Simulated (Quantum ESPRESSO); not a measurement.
Troubleshooting Quantum ESPRESSO: a failed run on LaMg2 (Fd-3m, 6 atoms in the cell). The aim is a self-consistent single point with DFT, PBEsol, plane waves, GBRV 1.5 ultrasoft (PBESOL) pseudopotentials.

Cell that was meant: a = 6.0867 Å, b = 6.0867 Å, c = 6.0867 Å, α = 60.00°, β = 60.00°, γ = 60.00°.

Part of the input:

```fortran
   ecutwfc = 40
   ecutrho = 200
   occupations = 'smearing'
   smearing = 'gausian'
   degauss = 0.0073499
/
&electrons
```

Output (repeated stretches shortened):

```
 %%%%%%%%%%%%%%%%%%%%%%%%%%%%%%%%%%%%%%%%%%%%%%%%%%%%%%%%%%%%%%%%%%%%%%%%%%%%%%
     Error in routine  set_occupations (1):
      smearing gausian unknown
 %%%%%%%%%%%%%%%%%%%%%%%%%%%%%%%%%%%%%%%%%%%%%%%%%%%%%%%%%%%%%%%%%%%%%%%%%%%%%%

     stopping ...
```

### Question
From the messages shown, name the fault and mend the input.

### Answer
The fault is a value that the program does not know. The key takes a closed list of words, and names differ between codes. To fix it, use one of the words that the key accepts. The program stopped before any SCF iteration.

The sound input it was made from differs as follows (other fixes are possible):
```diff
-   smearing = 'gausian'
+   smearing = 'marzari-vanderbilt'
```

With that input, the run converged in 12 iterations: free energy E − TS -9590.5946 eV; Fermi level (on the code's own zero) 8.12 eV; pressure 0.94 GPa (DFT, PBEsol, plane waves, GBRV 1.5 ultrasoft (PBESOL) pseudopotentials).

On the sound input: the starting cell comes from a database of computed structures (which also holds hypothetical and non-ambient phases and stackings), without a prior relaxation at this level. Its lattice was rescaled by a random factor within 2.5 % of one.
